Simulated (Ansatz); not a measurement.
The parent structure is Au in the fcc (Cu type) structure (space group Fm-3m, No. 225; a = 4.1572 Å).

(Cell as relaxed with PBE.)

Levels (all Ansatz, an electronic-structure program, PAW): PBE (420 eV, spin-orbit coupling left out); PBEsol (420 eV, no spin-orbit coupling).

Each level relaxes its own structure.

```
quantity                  PBE  PBEsol
-------------------  --------  ------
volume per atom      17.96 Å³       ?
lattice parameter a   4.157 Å       ?
band gap                 zero       ?
```

Task: What does PBEsol give?

Result: 
- volume per atom, PBEsol: 17.02 Å³
- lattice parameter a, PBEsol: 4.083 Å
- band gap, PBEsol: zero

PBE's volume per atom lies 0.94 Å³ above PBEsol's (5.5 %); PBE's lattice parameter a lies 0.074 Å above PBEsol's (1.8 %); the two agree on the band gap. Neither level is exact; PBEsol is the comparison here, not a measurement.

Whether these cells are dynamically stable was not tested.
